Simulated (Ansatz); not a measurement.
The reference is AlN in the zinc blende structure (space group F-43m, No. 216; a = 4.370 Å). Axes: x, y, z lie along the cube axes.

Calculations: r2SCAN, PAW, 500 eV (Ansatz, a quantum-chemistry and plane-wave program; no spin-orbit coupling).

Before the change:

The shortest interatomic distance comes out as 3.576 bohr and the valley order is X along ⟨100⟩ 3.94 eV; Γ 4.84 eV.

Modification: tensile biaxial strain of 1.00 % in the plane normal to [001], as in epitaxy on a mismatched substrate; the out-of-plane cell vector and the atoms relax.

Question: Predict the new out-of-plane strain.

Answer: The out-of-plane strain is -1.07 %.

Question: Predict the new shortest interatomic distance.

Answer: The shortest interatomic distance goes up by 0.011 bohr, from 3.576 bohr to 3.587 bohr.

Question: What does the calculation give for the valley order after the change?

Answer: The valley order (the lowest conduction-band minima on the path, energy above the VBM, named in the base's zone) goes from X along ⟨100⟩ 3.94 eV; Γ 4.84 eV to X along [001] 3.82 eV; X along [100] 3.91 eV; Γ 4.70 eV.

Question: How does this affect the energy relative to the base?

Answer: The energy increases by 1.9 meV/atom.

The levels and masses belong to the bands next to the band gap. Stability against distortions was not tested. This is not the structure that AlN has at room temperature and ambient pressure.
